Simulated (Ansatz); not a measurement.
The starting structures come from a database of crystals and need not be the phases stable at ambient conditions.

**Evanescent states of SnF$_{2}$ (P4_12_12, not sure to be the ambient phase, 12 atoms a cell, 18.4 Å³ an atom, -2 GPa at this level) along the normal of (110)**

The numbers are results of r2SCAN (plane waves, PAW; Ansatz, a quantum-chemistry and plane-wave program), not measurements.

The gap is the functional's own, uncorrected, and κ follows it; spin-orbit coupling is left out. Mid-gap values are interpolated between the computed energies.

Energies count from the valence-band top; κ is the least over a 4×4 mesh across the current.

| E (eV) | κ (1/Å) | where |
|---|---|---|
| 0.09 | 0.179 | Γ |
| 0.27 | 0.287 | off Γ |
| 0.45 | 0.308 | off Γ |
| 0.63 | 0.318 | off Γ |
| 0.81 | 0.323 | Γ |
| 0.99 | 0.326 | Γ |
| 1.17 | 0.327 | Γ |
| 1.35 | 0.326 | Γ |
| 1.53 | 0.324 | Γ |
| 1.71 | 0.320 | Γ |
| 1.89 | 0.313 | Γ |
| 2.07 | 0.305 | Γ |
| 2.25 | 0.295 | Γ |
| 2.43 | 0.283 | Γ |
| 2.61 | 0.268 | Γ |
| 2.79 | 0.249 | Γ |
| 2.97 | 0.227 | Γ |
| 3.15 | 0.199 | Γ |
| 3.33 | 0.163 | Γ |
| 3.51 | 0.111 | Γ |

Task: How thick must the barrier be to attenuate the transmission by 10^4 when the electrodes' Fermi level lies at 1.35 eV, and what attenuation does that film give at 2.25 eV?

Result: d = 4 ln 10 / (2 × 0.326) = 14.1 Å. At 2.25 eV it gives 4 × 0.295/0.326 = 3.6 decades.
